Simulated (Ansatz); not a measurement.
AlOOH (Pnma, No. 62) was calculated with LDA (PAW; Ansatz, an electronic-structure program).

Run with plane-wave cutoff 500 eV, 4×14×10 k mesh (along the axes of the cell as run), gaussian smearing 0.02 eV, scalar-relativistic PAW data made under PBE.

Cell (relaxed at this level):

Space group Pnma (No. 62); a = 9.322 Å, b = 2.819 Å, c = 4.309 Å, α = 90.00°, β = 90.00°, γ = 90.00°

```csv
atom,site,symmetry,x,y,z
Al,4c,.m.,0.3596,0.2500,0.4498
H,4c,.m.,0.0978,0.2500,0.4236
O,4c,.m.,0.1955,0.2500,0.6962
O,4c,.m.,0.0560,0.2500,0.1987
```

Task: Predict the band gap.

Result: 
* **band gap**: 6.29 eV (on the SCF k mesh)

The computed numbers hold no vibrational or temperature effects.
